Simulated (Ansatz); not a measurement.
Data:

End structure of a constructed model of the (0001) surface of 4H silicon carbide, Si-terminated, Si trimer, 2x2 (bottom of the slab: 4 H on 4 bottom sites):

```yaml
crystal:
  lattice:
    - [6.18818, 0.00000, 0.00000]
    - [-3.09409, 5.35912, 0.00000]
    - [0.00000, 0.00000, 28.00000]
  atoms:
    - { symbol: C, position: [0.00000, 0.00000, 0.33475] }
    - { symbol: C, position: [0.50000, 0.00000, 0.33475] }
    - { symbol: C, position: [0.00000, 0.50000, 0.33475] }
    - { symbol: C, position: [0.50000, 0.50000, 0.33475] }
    - { symbol: Si, position: [0.33333, 0.16667, 0.35740] }
    - { symbol: Si, position: [0.83333, 0.16667, 0.35740] }
    - { symbol: Si, position: [0.33333, 0.66667, 0.35740] }
    - { symbol: Si, position: [0.83333, 0.66667, 0.35740] }
    - { symbol: C, position: [0.33342, 0.16683, 0.42529] }
    - { symbol: C, position: [0.83333, 0.16667, 0.42498] }
    - { symbol: C, position: [0.33342, 0.66658, 0.42529] }
    - { symbol: C, position: [0.83317, 0.66658, 0.42529] }
    - { symbol: Si, position: [0.99971, 0.00029, 0.44771] }
    - { symbol: Si, position: [0.50058, 0.00029, 0.44771] }
    - { symbol: Si, position: [0.99971, 0.49942, 0.44771] }
    - { symbol: Si, position: [0.50000, 0.50000, 0.44802] }
    - { symbol: C, position: [0.99978, 0.00022, 0.51533] }
    - { symbol: C, position: [0.50044, 0.00022, 0.51533] }
    - { symbol: C, position: [0.99978, 0.49956, 0.51533] }
    - { symbol: C, position: [0.50000, 0.50000, 0.51615] }
    - { symbol: Si, position: [0.16385, 0.33193, 0.53830] }
    - { symbol: Si, position: [0.66807, 0.33193, 0.53830] }
    - { symbol: Si, position: [0.16667, 0.83333, 0.53831] }
    - { symbol: Si, position: [0.66807, 0.83615, 0.53830] }
    - { symbol: C, position: [0.16277, 0.33138, 0.60735] }
    - { symbol: C, position: [0.66862, 0.33138, 0.60735] }
    - { symbol: C, position: [0.16667, 0.83333, 0.60468] }
    - { symbol: C, position: [0.66862, 0.83723, 0.60735] }
    - { symbol: Si, position: [0.00401, 0.99599, 0.63183] }
    - { symbol: Si, position: [0.49197, 0.99599, 0.63183] }
    - { symbol: Si, position: [0.00401, 0.50803, 0.63183] }
    - { symbol: Si, position: [0.50000, 0.50000, 0.61930] }
    - { symbol: H, position: [0.00024, 0.99976, 0.29536] }
    - { symbol: H, position: [0.49952, 0.99976, 0.29536] }
    - { symbol: H, position: [0.00024, 0.50048, 0.29536] }
    - { symbol: H, position: [0.50000, 0.50000, 0.29536] }
    - { symbol: Si, position: [0.03357, 0.96643, 0.71600] }
    - { symbol: Si, position: [0.03357, 0.56715, 0.71600] }
    - { symbol: Si, position: [0.43285, 0.96643, 0.71600] }
```

Slab: 39 atoms, 11.5 Å thick at the start with caps and adatoms (thin: gaps and levels are the slab's own); k 5x5x1, smearing 0.025 eV, dipole-corrected; 8 atoms held, the rest relaxed; start symmetry kept, larger cells not searched; no spin (no spin-polarised run to compare, though such a face may carry moments), no spin-orbit, no U. The slab shows no gap on its mesh. It is one candidate, not shown to be the stable structure of the face.

### Question
What work function of the top face does PBE (Ansatz, a program for electronic structure) give?

### Answer
5.55 eV
